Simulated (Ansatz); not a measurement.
Consider Rh in the fcc (Cu type) structure (space group Fm-3m, No. 225).

```
Rh
1.0
    0.00000     1.90000     1.90000
    1.90000     0.00000     1.90000
    1.90000     1.90000     0.00000
Rh
1
Cartesian
  0.00000   0.00000   0.00000
```

Cartesian axes are those of the cell as printed.

The values are results of r2SCAN (Ansatz, an electronic-structure program, PAW, no spin-orbit coupling), not measurements.

Base values:

```
Property                         Value
-----------------------------  -------
Shortest interatomic distance  2.687 Å
Pressure                       0.0 GPa
```

The change: strain tensor (xx, yy, zz, yz, xz, xy) = (−1.90, +1.29, −0.63, −1.44, −0.35, −1.73) %; the atoms relax in the strained cell.

Problem. What does the calculation give for the energy relative to the base after the change?

Solution. The energy grows by 25 meV/atom.

Problem. What happens to the shortest interatomic distance?

Solution. The shortest interatomic distance falls by 0.054 Å (2.687 Å → 2.633 Å).

Problem. What does the calculation give for the pressure after the change?

Solution. The pressure (mean of the normal stresses, compression positive) goes from zero to 4.6 GPa.

Without a gap, meshes like the base's 21×21×21 leave anisotropic stresses uncertain by several tenths of a GPa, and small strain energies with them. No phonon test of stability was made. All final runs are without spin polarisation.
